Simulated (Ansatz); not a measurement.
The parent structure is Co in the hcp (Mg type) structure (space group P6_3/mmc, No. 194; a = 2.4571 Å, c = 3.9682 Å; ferromagnetic).

The values are results of PBEsol in Ansatz (plane waves to 420 eV, PAW, spin-orbit coupling left out), earlier PAW set, not measurements.

One change was made to it. Results:

The lattice parameter a decreases by 0.010 Å (2.457 Å → 2.447 Å); the band gap stays zero.

Which of these changes matches the shifts?
A. pressure 3 GPa
B. pressure 7.5 GPa
C. pressure 10 GPa
D. pressure −1 GPa

A, pressure 3 GPa. For comparison, the lattice parameter a in the other runs: pressure 10 GPa gives 2.426 Å; pressure −1 GPa gives 2.460 Å; pressure 7.5 GPa gives 2.434 Å.

The magnetic state is the one reached from the starting moments; the real material's order can differ, and small cells can't hold many antiferromagnetic ones. Load acts through the strain it causes; cell and atoms are relaxed under it. Whether these cells are dynamically stable was not tested. No other phases were tried under pressure.

Ansatz is a first-principles code.
